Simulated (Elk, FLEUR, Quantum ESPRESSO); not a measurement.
## NdIn (Pm-3m, 2 atoms in the cell) computed with different codes at matched settings

Self-consistent single point, at a second geometry (lattice scaled by 0.98). First geometry:

```xyz
2
Lattice="3.8678 0.0000 0.0000 0.0000 3.8678 0.0000 0.0000 0.0000 3.8678" Properties=species:S:1:pos:R:3 pbc="T T T"
Nd     0.0000     0.0000     0.0000
In     1.9339     1.9339     1.9339
```
Moments meant for the start (each program seeds them in its own way; μB, in the order of the atoms Nd In): 3.0 0.0.

Shared settings, as Quantum ESPRESSO writes them: occupations = smearing; smearing = fermi-dirac; degauss = 0.0073499 Ry; nspin = 2; K_POINTS = automatic 7 7 7 0 0 0. Potentials and cutoffs stand in the table.

```json
[
 {"code": "Elk", "model": "PBEsol, all-electron FP-LAPW, Elk's shipped species files, LAPW+lo basis", "ΔF from the first geometry (meV/atom)": "-6.9", "size of the net moment (μB/atom)": "1.95", "cutoff": "rgkmax 8"},
 {"code": "FLEUR", "model": "PBEsol, all-electron FLAPW (FLEUR), scalar-relativistic valence", "ΔF from the first geometry (meV/atom)": "-1.9", "size of the net moment (μB/atom)": "1.93", "cutoff": "Kmax 4 1/bohr"},
 {"code": "Quantum ESPRESSO", "model": "PBEsol, SSSP 1.1.2 efficiency (PBE) pseudopotentials", "ΔF from the first geometry (meV/atom)": "-4.2", "size of the net moment (μB/atom)": "1.91", "cutoff": "55 Ry"}
]
```

On Elk's run: spin-orbit coupling is off. With one magnetic atom in the cell only a parallel order is possible. With U or open f shells several self-consistent states can exist. The f electrons are in the valence without U or exact exchange, which can misplace them near the Fermi level. Spin-orbit terms, which matter for f shells, are left out.

The spread over the programs that give each value: ΔF from the first geometry within 5.0 meV/atom; size of the net moment within 0.04 μB/atom.

Elk and FLEUR treat all electrons, but the usual bases taken here (sphere radii, linearisation, local orbitals, empty states) were not tested for convergence, so the values are no reference for the others.

The starting cell comes from a database of computed structures (which also holds hypothetical and non-ambient phases and stackings), without a prior relaxation at this level. For this run, on top of that: lattice scaled by 0.98.

Left out of this page: Ansatz (with a known weakness of the program).
